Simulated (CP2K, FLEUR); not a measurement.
A CP2K input for a self-consistent single point of NiAl (Pm-3m, 2 atoms in the cell) (DFT LDA (Pade form), GPW, DZVP-MOLOPT-SR-GTH basis, GTH-PADE potentials (GTH_POTENTIALS)):

```
&GLOBAL
  PROJECT scf
  RUN_TYPE ENERGY_FORCE
  PRINT_LEVEL MEDIUM
&END GLOBAL
&FORCE_EVAL
  METHOD Quickstep
  STRESS_TENSOR ANALYTICAL
  &DFT
    BASIS_SET_FILE_NAME BASIS_MOLOPT
    POTENTIAL_FILE_NAME GTH_POTENTIALS
    &QS
      METHOD GPW
      EPS_DEFAULT 1E-10
    &END QS
    &MGRID
      CUTOFF 600
      REL_CUTOFF 40
      NGRIDS 5
    &END MGRID
    &SCF
      SCF_GUESS ATOMIC
      EPS_SCF 1E-7
      MAX_SCF 100
      ADDED_MOS 5
      &DIAGONALIZATION
        ALGORITHM STANDARD
      &END DIAGONALIZATION
      &MIXING
        METHOD BROYDEN_MIXING
        ALPHA 0.3
        NBUFFER 10
      &END MIXING
      &SMEAR ON
        METHOD GAUSSIAN
        SIGMA [eV] 0.1
      &END SMEAR
    &END SCF
    &KPOINTS
      SCHEME MONKHORST-PACK 8 8 8
      GAMMA_CENTERED T
    &END KPOINTS
    &XC
      &XC_FUNCTIONAL PADE
      &END XC_FUNCTIONAL
    &END XC
    &PRINT
      &MO
        EIGENVALUES T
        OCCUPATION_NUMBERS T
        NDIGITS 8
        FILENAME mo
        &EACH
          QS_SCF 0
        &END EACH
        ADD_LAST NUMERIC
      &END MO
      &MULLIKEN ON
      &END MULLIKEN
    &END PRINT
  &END DFT
  &SUBSYS
    &CELL
      A 2.90994100 0.00000000 0.00000000
      B 0.00000000 2.90994100 0.00000000
      C 0.00000000 0.00000000 2.90994100
      PERIODIC XYZ
    &END CELL
    &COORD
      SCALED
      Al       0.50000000     0.50000000     0.50000000
      Ni       0.00000000     0.00000000     0.00000000
    &END COORD
    &KIND Al
      BASIS_SET DZVP-MOLOPT-SR-GTH-q3
      POTENTIAL GTH-PADE-q3
    &END KIND
    &KIND Ni
      BASIS_SET DZVP-MOLOPT-SR-GTH-q18
      POTENTIAL GTH-PADE-q18
    &END KIND
  &END SUBSYS
  &PRINT
    &FORCES ON
    &END FORCES
    &STRESS_TENSOR ON
    &END STRESS_TENSOR
  &END PRINT
&END FORCE_EVAL
```

### Question
Translate this input to FLEUR.

### Answer
This is the input that was run; spellings and numerical settings could be chosen otherwise.

Input of the input generator:

```
NiAl
&input film=f /
5.4989915288 0.0000000000 0.0000000000
0.0000000000 5.4989915288 0.0000000000
0.0000000000 0.0000000000 5.4989915288
1.0
1.0 1.0 1.0

2
13 0.5000000000 0.5000000000 0.5000000000
28 0.0000000000 0.0000000000 0.0000000000

&comp jspins=1 /
&exco xctyp='pz' /
&kpt div1=8 div2=8 div3=8 gamma=t /
&end /
```

```xml
<?xml version="1.0" encoding="UTF-8" standalone="no"?>
<fleurInput fleurInputVersion="0.39">
   <comment>
      NiAl                                                                                                
   </comment>
   <calculationSetup>
      <cutoffs Kmax="4.7" Gmax="14.1" GmaxXC="14.1" numbands="0"/>
      <scfLoop itmax="80" minDistance="0.00001" maxIterBroyd="15" imix="Anderson" alpha="0.05" precondParam="0.0" spinf="2.0"/>
      <coreElectrons ctail="T" frcor="F" kcrel="0" coretail_lmax="0"/>
      <xcFunctional name="pz" relativisticCorrections="F"/>
      <magnetism jspins="1"/>
      <soc l_soc="F" theta="0.0" phi="0.0" spav="F"/>
      <expertModes spex="0" secvar="F"/>
      <geometryOptimization l_f="T" forcealpha="1.0" forcemix="BFGS" epsdisp="0.00001" epsforce="0.00001"/>
      <ldaU l_linMix="F" mixParam="0.05" spinf="1.0"/>
   </calculationSetup>
   <cell>
      <bzIntegration valenceElectrons="19.0" mode="gauss" fermiSmearingEnergy="0.00367493">
         <kPointListSelection listName="default-1"/>
         <!-- k-points included here -->
         <xi:include xmlns:xi="http://www.w3.org/2001/XInclude" href="kpts.xml"> </xi:include>
      </bzIntegration>
      <!-- symmetry operations included here -->
      <xi:include xmlns:xi="http://www.w3.org/2001/XInclude" href="sym.xml"> </xi:include>
      <bulkLattice scale="1.0">
         <bravaisMatrix>
            <row-1>    5.4989915288000004     0.0000000000000000     0.0000000000000000</row-1>
            <row-2>    0.0000000000000000     5.4989915288000004     0.0000000000000000</row-2>
            <row-3>    0.0000000000000000     0.0000000000000000     5.4989915288000004</row-3>
         </bravaisMatrix>
      </bulkLattice>
   </cell>
   <atomSpecies>
      <species name="Aluminum (Al)" element="Al" atomicNumber="13">
         <mtSphere radius="1.72" gridPoints="605" logIncrement="0.019"/>
         <atomicCutoffs lmax="8" lnonsphr="6"/>
         <electronConfig flipSpins="F">
            <coreConfig>(1s1/2) (2s1/2) (2p1/2) (2p3/2)</coreConfig>
            <valenceConfig>(3s1/2) (3p1/2) (3p3/2)</valenceConfig>
            <stateOccupation state="(3p1/2)" spinUp="0.1666666666667" spinDown="0.1666666666667"/>
            <stateOccupation state="(3p3/2)" spinUp="0.3333333333333" spinDown="0.3333333333333"/>
         </electronConfig>
         <energyParameters s="3" p="3" d="3" f="4"/>
      </species>
      <species name="Nickel (Ni)" element="Ni" atomicNumber="28">
         <mtSphere radius="2.51" gridPoints="885" logIncrement="0.014"/>
         <atomicCutoffs lmax="10" lnonsphr="8"/>
         <electronConfig flipSpins="F">
            <coreConfig>(1s1/2) (2s1/2) (2p1/2) (2p3/2) (3s1/2)</coreConfig>
            <valenceConfig>(3p1/2) (3p3/2) (4s1/2) (3d3/2) (3d5/2)</valenceConfig>
            <stateOccupation state="(3d3/2)" spinUp="1.6" spinDown="1.6"/>
            <stateOccupation state="(3d5/2)" spinUp="2.4" spinDown="2.4"/>
         </electronConfig>
         <energyParameters s="4" p="4" d="3" f="4"/>
         <lo type="SCLO" l="1" n="3" eDeriv="0"/>
      </species>
   </atomSpecies>
   <atomGroups>
      <atomGroup species="Aluminum (Al)">
         <relPos label="                   1">1.000/2.000 1.000/2.000 1.000/2.000</relPos>
         <force calculate="T" relaxXYZ="TTT"/>
      </atomGroup>
      <atomGroup species="Nickel (Ni)">
         <relPos label="                   2">.0000000000 .0000000000 .0000000000</relPos>
         <force calculate="T" relaxXYZ="TTT"/>
      </atomGroup>
   </atomGroups>
   <output dos="F" band="F" slice="F">
      <checks vchk="F" cdinf="F"/>
      <bandDOS minEnergy="-.5*Htr" maxEnergy="0.5*Htr" sigma="0.015" storeEVData="T"/>
      <vacuumDOS vacdos="F" integ="F" star="F" nstars="0" locx1="0.0" locy1="0.0" locx2="0.0" locy2="0.0" nstm="0" tworkf="0.0"/>
      <unfoldingBand unfoldBand="F" supercellX="1" supercellY="1" supercellZ="1"/>
      <plotting iplot="0" polar="F">
         <plot TwoD="T" vec1="  1.0  0.0  0.0" vec2="  0.0  1.0  0.0" vec3="  0.0  0.0  1.0" zero="  0.0  0.0  0.0" file="plot"/>
      </plotting>
      <chargeDensitySlicing numkpt="0" minEigenval="0.0" maxEigenval="0.0" nnne="0" pallst="F"/>
      <specialOutput eonly="F"/>
      <magneticCircularDichroism mcd="F" energyLo="-10.0" energyUp="0.0"/>
   </output>
  <!-- We include the file relax.xml here to enable relaxations (see documentation) -->
  <xi:include xmlns:xi="http://www.w3.org/2001/XInclude" href="relax.xml"> <xi:fallback/> </xi:include>
</fleurInput>
```

Basis settings and potentials, where a program has them, do not carry over. This input uses DFT, LDA (Perdew-Zunger), all-electron FLAPW (FLEUR), scalar-relativistic valence. LDA parametrisations can differ slightly between programs.

The starting cell has typed, rounded lattice constants, without a prior relaxation at this level. Its lattice was rescaled by a random factor within 2.5 % of one.
